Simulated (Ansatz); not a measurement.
## CaSi2 (space group I4_1/amd, No. 141; a cell from a computed database, its experimental status unchecked)

```
CaSi2
1.0
   -2.10942     2.10942     6.73401
    2.10942    -2.10942     6.73401
    2.10942     2.10942    -6.73401
Ca Si
2 4
Cartesian
  0.00000   2.10942   3.36700
  0.00000   0.00000   0.00000
  2.10942   0.00000   4.51120
  0.00000   0.00000   7.87820
  0.00000   0.00000   5.58981
  2.10942   0.00000   2.22281
```

Computed with DFT with PBEsol, PAW potentials and a 420 eV plane-wave cutoff in Ansatz (a program for electronic structure), spin-orbit coupling left out. k-mesh 16×16×16 (Γ-centred); smearing 0.05 eV (Fermi–Dirac).

```yaml
volume_per_atom: 19.98 Å³
density: 2.67 g/cm³
band_gap: zero
total_energy: -1012.666 eV/atom (σ→0; compares only within this code and set-up)
```

No phonon test of stability was made. The final runs are not spin-polarised.
